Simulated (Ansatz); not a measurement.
Gap of a (9,0) ZnO nanotube at several levels, all on one geometry.

Levels: PBE (plane waves to 420 eV, PAW; Ansatz, a program for electronic structure); r2SCAN (plane waves to 500 eV, PAW; Ansatz); HSE06 (Ansatz). Unmarked values and the geometry are of the first. Mesh 1×1×6. No spin polarisation. It repeats along c; a and b span vacuum. A hypothetical model, rolled from the flat sheet. It keeps the symmetry and period of its start, so it need not be a minimum against all distortions. HSE06 ran on a 1×1×4 mesh and at PBE's edge points.

| level | gap (eV) |
|---|---|
| PBE | 1.63 |
| r2SCAN | 2.01 |
| HSE06 | ? |

Q: Complete the blanks.

A: 
- HSE06, gap (eV): 3.23
